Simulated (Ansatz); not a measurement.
## Competing hops of interstitial Mg in anatase TiO2, charge state +2

Defect: interstitial Mg in anatase TiO2, charge state +2. Method: PBE, PAW (plane waves to 420 eV; Ansatz, a quantum-chemistry and plane-wave program).

108-site cell at the relaxed PBE lattice, the Γ point alone, smearing 0.01 eV, spin-restricted, no finite-size correction. Static, classical nuclei. The charge state is imposed; whether it is stable for some Fermi level was not computed. Sites that were not tried may lie lower.

Barriers: single points on a 2×2×2 k-point mesh shifted by half a step at the bands' geometries.

```
Route                                                                                         Start site over the lowest site run (eV)  Hop (Å)  Forward barrier (eV)  Backward barrier (eV)                Neighbours at the start  Neighbours at the saddle                        Saddle order  Forward, on the band's own sampling (eV)
--------------------------------------------------------------------------------------------  ----------------------------------------  -------  --------------------  ---------------------  -------------------------------------  ------------------------  ----------------------------------  ----------------------------------------
Mg moves alone to another site (a rearrangement that moves the defect's centre by under 1 Å)                                      0.00     0.92                  0.14                   0.14  2 O at 1.94, 2 O at 1.97, O at 2.12 Å             4 O at 1.92 Å  not checked, on a symmetry element                                      0.14
```

Paths come from climbing-image nudged elastic band runs.  A band can be held on a symmetry element, so unchecked saddle points there may be too high. A further band (Mg moves alone to another site, 2.42 Å) gave 0.58 eV forward on its own sampling, 0.58 eV above the lowest site run, but a shoulder points to a second hump between its images, so it is not taken as a result.
